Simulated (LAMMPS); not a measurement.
MD from the crystal across the composition of Cu (fcc) with a share x of Cu sites Pt; all at 300 K and zero pressure.

Level of theory: classical MD, pair style eam, the elements' _u3.eam files (universal-3 set of Foiles, Baskes and Daw) (LAMMPS).

```json
[
 {"x": "0.25", "volume": "12.7823 ± 0.0001 Å³/atom", "state": "crystal; no diffusion seen in 30 ps", "enthalpy": "-4.1147 ± 0.0001 eV/atom", "T (K)": "300"},
 {"x": "0.5", "volume": "13.5783 ± 0.0001 Å³/atom", "state": "crystal; no diffusion seen in 30 ps", "enthalpy": "-4.6930 ± 0.0001 eV/atom", "T (K)": "300"},
 {"x": "0.75", "volume": "14.3738 ± 0.0001 Å³/atom", "state": "crystal; no diffusion seen in 30 ps", "enthalpy": "-5.2153 ± 0.0001 eV/atom", "T (K)": "300"}
]
```

Caution: the random arrangement on this lattice is imposed, and need not be a phase that exists in equilibrium.

States go by the mean squared displacement: a species diffuses where it passes 1.5 Å², still rises and gives D over 1e-6 cm²/s; a crystal has left its structure where atoms lie 0.35 Å off their sites on average or a cubic box changes its shape by 3 %, or the axial ratios of another lie 8 % off the starting cell's, which the potential's own relaxation can also do.

Errors shown are sampling errors alone.
